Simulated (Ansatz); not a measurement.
**Hf2Al4C5: pressure series**

Take Hf₂Al₄C₅ (space group R-3m, No. 166; a = 3.311 Å, c = 40.677 Å (hexagonal axes); a cell from a computed database, its experimental status unchecked) as the base.

Cell and atoms are relaxed at each pressure.

Level of theory: Ansatz (a first-principles code) PBEsol, no spin-orbit coupling.

Notes on the quantities. enthalpy: H = E + PV relative to the base's energy.

| change | c/a ratio | lattice parameter a | enthalpy |
|---|---|---|---|
| base | 12.286 | 3.311 Å | – |
| pressure 0.3 GPa | 12.284 | 3.309 Å | +0.02 eV/atom |
| pressure 0.7 GPa | 12.283 | 3.307 Å | +0.05 eV/atom |
| pressure 1.5 GPa | 12.280 | 3.303 Å | +0.11 eV/atom |
| pressure 3 GPa | 12.275 | 3.295 Å | +0.22 eV/atom |
| pressure 5 GPa | 12.269 | 3.286 Å | +0.36 eV/atom |
| pressure 7.5 GPa | 12.262 | 3.274 Å | +0.54 eV/atom |

Load acts through the strain it causes; cell and atoms are relaxed under it. Whether these cells are dynamically stable was not tested. No other phases were tried under pressure. All final runs are without spin polarisation.
